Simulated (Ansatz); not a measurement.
Abridged Ansatz (a quantum-chemistry and plane-wave program) output:

```
Relaxation: its limit of steps is 60 (relax.max_steps)
Pseudopotential: Ta, paw, valence charge 13
Pseudopotential: N, paw, valence charge 5
Crystal: 9 atoms, lattice volume = 96.845 Å³
Basis set: ecut = 420 eV, 1895 PW (Γ), exchange–correlation on 72×72×72 points (8 copies of the dense FFT grid, shifted against one another)
Bands: 48, of which v1, the nominal top of the filled ones, is band 39 counted from 1 (38 counted from 0)
Symmetry: 8 space group operations
k-points: 301 of 2197
Functional: x = pbesol(κ = 0.804, μ = 0.12345679012345678), c = pbesol(β = 0.046)
SCF iter   1: F=—  HF=-41129.715482 eV  |F-HF|=—  |Δ(HF+E_count)|=         —  Δρ=1.65e-2  dr2=2.61e-1  ethr=1.77e-3  ⟨swp⟩=7.0  Hψ=59041  notcnv=0  defer=8
SCF iter   2: F=—  HF=-41129.772267 eV  |F-HF|=—  |Δ(HF+E_count)|=   5.68e-2  Δρ=2.12e-2  dr2=5.07e-1  ethr=3.38e-4  ⟨swp⟩=3.5  Hψ=28301  notcnv=0  defer=537
SCF 1 converged in 7 iterations: F = -41129.656828 eV  dr2 = 1.66e-8
relax step   1: F+E_penalty+E_count = -41129.65682792 eV  Δ(F+E_penalty+E_count) = +0.000e0 eV  max|allowed force component| = 4.786e-3 eV/Å  Δτ_max = 0.0000 Å  P = +7.501 GPa  Ω = 96.845 Å³  (7 SCF iters, dr2 threshold 1.00e-7 eV, accepted)
[... steps on the carried basis left out ...]
relax step   6: F+E_penalty+E_count = -41129.61887786 eV  Δ(F+E_penalty+E_count) = +2.927e-5 eV  max|allowed force component| = 4.889e-3 eV/Å  Δτ_max = 0.0000 Å  P = +10.001 GPa  Ω = 96.148 Å³  stress off target by 1.27e-2 GPa  SCF on the basis re-selected at this cell (its energy is not comparable with the rows above)  (5 SCF iters)
SCF converged after 5 iterations
Free energy (F): -41129.618878 eV
Internal energy: -41129.604347 eV  (E = F + TS)
E sigma→0 (E₀):  -41129.611613 eV
Entropy (-TS):   -0.014531 eV (-1.615 meV/atom)
Fermi energy:    18.903510 eV
--- Forces (eV/Å), atoms counted from 1 ---
  atom   1  Ta     0.00488874    -0.00071236     0.00000000
  atom   2  Ta    -0.00488874     0.00071236     0.00000000
[...]
  atom   5  N      0.00000000     0.00000000     0.00000000
  atom   6  N     -0.00275897     0.00020630    -0.00000000
  atom   7  N      0.00275897    -0.00020630     0.00000000
  atom   8  N      0.00020630     0.00275897     0.00000000
  atom   9  N     -0.00020630    -0.00275897     0.00000000
--- Stress (GPa, compression-positive) ---
        9.995105       0.000000       0.000000
       -0.000000       9.995105       0.000000
        0.000000       0.000000      10.012723
  P = ⅓ Tr σ = 10.0010 GPa (100.010 kbar)
--- Relaxed structure (4 steps of the walk, 4 accepted, 2 SCFs on fresh bases) ---
  cell:  # Å, volume = 96.1482 Å³
    - [-3.3746460130005893, 3.3746460130005893, 2.1106908178678836]
    - [3.3746460130005893, -3.3746460130005893, 2.1106908178678836]
    - [3.3746460130005893, 3.3746460130005893, -2.1106908178678836]
  atoms:
    - { symbol: Ta, position: [0.2147406529793079, 0.6046168170862372, 0.819357470065545] }
    - { symbol: Ta, position: [0.7852593470206921, 0.39538318291376295, 0.18064252993445512] }
    - { symbol: Ta, position: [0.395383182913763, 0.2147406529793079, 0.610123835893071] }
    - { symbol: Ta, position: [0.6046168170862372, 0.7852593470206921, 0.38987616410692927] }
    - { symbol: N, position: [0.5, 0.5, 5.340640291301905e-21] }
    - { symbol: N, position: [0.09120423980408765, 0.3036003785067734, 0.3948046183108611] }
    - { symbol: N, position: [0.9087957601959125, 0.6963996214932268, 0.6051953816891391] }
    - { symbol: N, position: [0.6963996214932269, 0.09120423980408768, 0.7876038612973145] }
    - { symbol: N, position: [0.3036003785067733, 0.9087957601959125, 0.2123961387026857] }
```

What was computed, and what are the main results?

Ta4N5, 9 atoms in the cell, with PBEsol in Ansatz (plane waves to 420 eV, PAW, no SOC), from a series relaxed to a target (pressure 10 GPa). The last SCF converged to F = -41129.618878 eV, or -4569.9577 eV per atom, at a pressure of 10.00 GPa. The total energy compares only with runs of the same code, potentials and settings.

Load acts through the strain it causes; cell and atoms are relaxed under it. Stability against distortions was not tested. Competing high-pressure phases were not computed. The final runs are not spin-polarised. The cell was made from Ta$_{4}$N$_{5}$ (space group I4/m, No. 87; a cell from a computed database, its experimental status unchecked) by this change: pressure 10 GPa.

Keys are those of Ansatz 0.2.
